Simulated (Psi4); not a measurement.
Psi4 1.11, TPSS/def2-svpd: Ti(NH)(F)(NH2) ([NH]=[Ti]([NH2])[F]), 7 atoms. The geometry is a generated start, not checked to be a minimum at this level.

```json
{
 "task": "energy",
 "method": "tpss",
 "basis": "def2-svpd",
 "memory": "3 GB",
 "maxiter": "100",
 "keys_of_the_molecule_block": "symmetry c1",
 "scf_type": "df (default)",
 "e_convergence": "1e-06 (default)",
 "d_convergence": "1e-06 (default)",
 "dft_radial_points": "75 (default)",
 "dft_spherical_points": "302 (default)",
 "basis_functions": "121",
 "grid_points": "153145"
}
```

```xyz
7

Ti    -0.9122     0.2234    -0.0734
N     -0.4136    -0.3583    -1.5916
H      0.2020    -0.1927    -2.3906
F     -0.7412     1.9595     0.1110
N      0.2399    -0.5614     1.1921
H      0.6368     0.1273     1.8408
H      0.9882    -1.1979     0.9117
```

Charge 0 and multiplicity 1 are set for this test and not shown to be the ground state.

With the defaults (diis_max_vecs = 10, diis = true, scf_initial_accelerator = adiis, damping_percentage = 0, level_shift = 0, level_shift_cutoff = 0.01, diis_start = 1, guess = auto, which took SAD) it converges in 12 SCF iterations. One run each on 2 threads, with these changes:
- diis_start = 4
- guess = gwh
- diis = false, scf_initial_accelerator = none, damping_percentage = 60
- diis_max_vecs = 6
- guess = sap
- damping_percentage = 20
- guess = sadno
- level_shift = 0.1, level_shift_cutoff = 0.001
- diis_max_vecs = 3

Q: Which runs fail or end elsewhere than the default run?

A: No convergence: diis_max_vecs = 3; diis = false, scf_initial_accelerator = none, damping_percentage = 60 (the run ends without SCF convergence in 100 iterations). The rest reach the solution of the defaults.

```
setting                                                                SCF iterations             end
---------------------------------------------------------------------  --------------  --------------
the defaults                                                                       12   same solution
level_shift = 0.1, level_shift_cutoff = 0.001                                      12   same solution
guess = sap                                                                        12   same solution
diis_max_vecs = 6                                                                  13   same solution
guess = sadno                                                                      13   same solution
guess = gwh                                                                        15   same solution
diis_start = 4                                                                     19   same solution
damping_percentage = 20                                                            22   same solution
diis_max_vecs = 3                                                                 100  no convergence
diis = false, scf_initial_accelerator = none, damping_percentage = 60             100  no convergence
```

1 further run of the study ended by our limits or in an error and is left out.
